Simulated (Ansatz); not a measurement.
## Short convergence ladders for HfB₂ (P6/mmm, 3 atoms in the cell)

```yaml
crystal:
  lattice:
    - [1.57471, -2.72748, 0.00000]
    - [1.57471, 2.72748, 0.00000]
    - [0.00000, 0.00000, 3.49044]
  atoms:
    - { symbol: Hf, position: [0.00000, 0.00000, 0.00000] }
    - { symbol: B, position: [0.33333, 0.66667, 0.50000] }
    - { symbol: B, position: [0.66667, 0.33333, 0.50000] }
```

Base method: PBE (plane waves, PAW; Ansatz, an electronic-structure program).

Base settings: basis.ecutwfc = 420 eV; kpoints.mp_grid.grid = 12 12 10; hamiltonian.xc = pbe; hamiltonian.pseudopotentials = {kind: paw} (the program's default PAW files); scf.occupations.method = gaussian; scf.occupations.width = 0.1 eV.

Core times come from one kind of shared machine, to one figure; runs under 30 s give none.

**Zone-centre phonons against the cutoff**

In this ladder: phonons.method = dfpt.

The mesh stays at the base's, so the ladder's end is converged at best in this setting alone.

Frequencies are those of the unrelaxed cell, without the LO-TO term of polar crystals.

Only quantities that move along the ladder and can be compared are tabulated.

| basis.ecutwfc | highest zone-centre frequency (cm⁻¹) | lowest optical frequency (cm⁻¹) | core time / last (rough) |
|---|---|---|---|
| 210 eV | 852.1 | 407.9 | – |
| 250 eV | 794.9 | 437.3 | 0.3 |
| 295 eV | 768.7 | 433.4 | 0.3 |
| 355 eV | 779.5 | 434.8 | 0.5 |
| 420 eV | 781.7 | 433.2 | 0.5 |
| 505 eV | 781.4 | 433.2 | 0.7 |
| 630 eV | 781.5 | 433.2 | 1 |

Coarsest basis.ecutwfc that holds the highest zone-centre frequency within 10 cm⁻¹ of the last step, with all finer ones: 355 eV; the step before is off by 13 cm⁻¹.

Coarsest basis.ecutwfc that holds the lowest optical frequency within 5 cm⁻¹ of the last step, with all finer ones: 250 eV, at about 0.3 of the last step's time; the step before is off by 25 cm⁻¹.

**The q mesh of the phonons**

In this ladder: kpoints.mp_grid.grid = 12 12 12; phonons.method = dfpt.

Only quantities that move along the ladder and can be compared are tabulated.

Thermal sums run over frequencies interpolated from this q mesh.

| phonons.qmesh | zero-point energy (meV/atom) | vibrational free energy at 300 K (meV/atom) | core time / last (rough) |
|---|---|---|---|
| 1 1 1 | 79.98 | 56.42 | 0.05 |
| 2 2 2 | 87.25 | 68.15 | 0.2 |
| 3 3 3 | 87.10 | 67.79 | 1 |

Coarsest phonons.qmesh that holds the zero-point energy within 1 meV/atom of the last step, with all finer ones: 2 2 2, at about 0.2 of the last step's time; the step before is off by 7.1 meV/atom.

Coarsest phonons.qmesh that holds the vibrational free energy at 300 K within 2 meV/atom of the last step, with all finer ones: 2 2 2, at about 0.2 of the last step's time; the step before is off by 11 meV/atom.

On the base run: the starting cell has typed, rounded lattice constants, without a prior relaxation at this level. Its lattice was rescaled by up to half a per cent.

Keys are those of Ansatz 0.2.
